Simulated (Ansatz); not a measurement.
The reference is Ga2O3 in the corundum structure (space group R-3c, No. 167; a = 5.000 Å, c = 13.449 Å (hexagonal axes)).

All numbers come from PBEsol, PAW, 420 eV (Ansatz, a program for electronic structure; scalar-relativistic without spin-orbit coupling).

Strains are applied to the cell and any free atomic positions relax.

One change was made to it. Results:

| quantity | base | after |
|---|---|---|
| smallest direct gap | 2.95 eV | 2.47 eV |
| electron mass | 0.22 mₑ (at Γ) | 0.20 mₑ (at Γ) |
| energy relative to the base (free energy F) | 0 meV/atom | +13 meV/atom |

Q: Which of these changes matches the shifts?
(A) isotropic strain +1.50 %
(B) isotropic strain +2.25 %
(C) isotropic strain +0.75 %
(D) isotropic strain +3.00 %

A: A, isotropic strain +1.50 %. For comparison, the electron mass in the other runs: isotropic strain +3.00 % gives 0.18 mₑ (at Γ); isotropic strain +0.75 % gives 0.21 mₑ (at Γ); isotropic strain +2.25 % gives 0.19 mₑ (at Γ).

Effective masses come from finite differences of ±0.01 Å⁻¹. No phonon test of stability was made.
